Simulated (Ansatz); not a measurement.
Al3BC3 (P6₃/mmc, No. 194, 14 atoms in the cell; start mp-1214836) was calculated with PBEsol (Ansatz, a first-principles code, PAW).

Numerical settings: plane-wave cutoff 520 eV, 12×12×2 k mesh (along the axes of the cell as run), Fermi–Dirac smearing 0.01 eV, scalar-relativistic PAW data made under PBE.

Cell (relaxed with PBEsol):

```
CELL_PARAMETERS angstrom
      3.41152     0.00000     0.00000
     -1.70576     2.95446     0.00000
      0.00000     0.00000    15.79106
ATOMIC_POSITIONS crystal
  Al 0.00000 0.00000 0.25000
  Al 0.00000 0.00000 0.75000
  Al 0.33333 0.66667 0.12212
  Al 0.66667 0.33333 0.87788
  Al 0.66667 0.33333 0.62212
  Al 0.33333 0.66667 0.37788
  B  0.00000 0.00000 0.00000
  B  0.00000 0.00000 0.50000
  C  0.33333 0.66667 0.25000
  C  0.66667 0.33333 0.75000
  C  0.00000 0.00000 0.09126
  C  0.00000 0.00000 0.90874
  C  0.00000 0.00000 0.59126
  C  0.00000 0.00000 0.40874
```

Question: Estimate the band gap, smallest direct gap on the k points sampled and Γ–Γ gap that the calculation returns.

Answer: 
band gap: 1.68 eV (indirect)
smallest direct gap on the k points sampled: 2.23 eV
Γ–Γ gap: 3.08 eV

Static lattice: no zero-point or thermal effects.

Computing time: very roughly 30 core-seconds.

A start named mp-… is a Materials Project structure, which need not be a measured phase.
